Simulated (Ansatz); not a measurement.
# CdS, pressure series

The parent structure is CdS in the zinc blende structure (space group F-43m, No. 216; a = 5.9271 Å).

Cell and atoms are relaxed at each pressure.

Calculations: PBE (Ansatz, a program for electronic structure; PAW; 420 eV plane waves; without spin-orbit coupling), earlier PAW set.

Notes on the quantities. enthalpy: H = E + PV relative to the base's energy; hole mass: degenerate bands, along [100].

```csv
case,enthalpy,width of the top valence band,hole mass
base,–,2.02 eV,"0.13, 0.82, 0.82 mₑ (at Γ)"
pressure −2 GPa,-0.33 eV/atom,1.89 eV,"0.12, 0.87, 0.87 mₑ (at Γ)"
pressure −1 GPa,-0.16 eV/atom,1.96 eV,"0.12, 0.85, 0.85 mₑ (at Γ)"
pressure 3 GPa,+0.47 eV/atom,2.19 eV,"0.13, 0.77, 0.77 mₑ (at Γ)"
pressure 7 GPa,+1.08 eV/atom,2.39 eV,"0.14, 0.71, 0.71 mₑ (at Γ)"
pressure 15 GPa,+2.20 eV/atom,2.70 eV,"0.15, 0.64, 0.64 mₑ (at Γ)"
pressure 30 GPa,+4.12 eV/atom,3.16 eV,"0.17, 0.55, 0.55 mₑ (at Γ)"
pressure 50 GPa,+6.43 eV/atom,3.62 eV,"0.18, 0.49, 0.49 mₑ (at Γ)"
pressure 75 GPa,+9.06 eV/atom,4.08 eV,"0.19, 0.43, 0.43 mₑ (at Γ)"
pressure 100 GPa,+11.50 eV/atom,4.46 eV,"0.20, 0.40, 0.40 mₑ (at Γ)"
```

The levels and masses belong to the bands next to the band gap. Load acts through the strain it causes; cell and atoms are relaxed under it. Masses are band curvatures over ±0.01 Å⁻¹ around the edge. No phonon test of stability was made. Tetrahedral semiconductors of this kind turn to denser phases somewhere between about 1 and 50 GPa; those were not computed, so compressed cells here can lie past the real transition.
